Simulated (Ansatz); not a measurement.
We consider RuP₂ (Pnnm, No. 58, 6 atoms in the cell; start mp-1413), described by LDA in Ansatz (PAW).

Run with plane-wave cutoff 520 eV, 8×6×12 k mesh (along the axes of the cell as run), Fermi–Dirac smearing 0.01 eV, no spin polarisation, scalar-relativistic PAW data made under PBE.

Cell (relaxed at this level):

```xyz
6
Lattice="5.0764 0.0000 0.0000 0.0000 5.8386 0.0000 0.0000 0.0000 2.8502" Properties=species:S:1:pos:R:3 pbc="T T T"
P      1.7123     5.0906     1.4251
P      3.3642     0.7480     1.4251
P      4.2505     3.6673     0.0000
P      0.8260     2.1713     0.0000
Ru     2.5382     2.9193     1.4251
Ru     0.0000     0.0000     0.0000
```

### Question
What does this level give for the band gap, smallest direct gap on the k points sampled and direct gap at Γ?

### Answer

- band gap = 0.45 eV
- smallest direct gap on the k points sampled = 1.05 eV
- direct gap at Γ = 1.92 eV

Spin–orbit coupling is not included.

The computed numbers hold no vibrational or temperature effects.

A start named mp-… is a Materials Project structure, which need not be a measured phase.

Ansatz is a first-principles code.
